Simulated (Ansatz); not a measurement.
## Be3N2, pressure series

Consider Be3N2 (space group P6_3/mmc, No. 194; a = 2.837 Å, c = 9.710 Å; a cell from a computed database, its experimental status unchecked).

Cell and atoms are relaxed at each pressure.

All numbers come from Ansatz (a program for electronic structure) PBEsol, no SOC.

```
change            band gap  c/a ratio  shortest interatomic distance
----------------  --------  ---------  -----------------------------
base               3.25 eV      3.422                        1.638 Å
pressure −2 GPa    3.23 eV      3.425                        1.643 Å
pressure −1 GPa    3.24 eV      3.424                        1.640 Å
pressure 0.3 GPa   3.25 eV      3.422                        1.637 Å
pressure 0.7 GPa   3.25 eV      3.421                        1.636 Å
pressure 1.5 GPa         ?      3.421                              ?
pressure 3 GPa     3.27 eV      3.419                        1.631 Å
pressure 5 GPa     3.29 eV      3.417                        1.627 Å
pressure 7.5 GPa   3.30 eV      3.414                        1.622 Å
pressure 10 GPa    3.32 eV      3.411                        1.617 Å
```

What belongs in the blanks?


- pressure 1.5 GPa, band gap: 3.26 eV
- pressure 1.5 GPa, shortest interatomic distance: 1.635 Å

Load acts through the strain it causes; cell and atoms are relaxed under it. Whether these cells are dynamically stable was not tested. No other phases were tried under pressure.
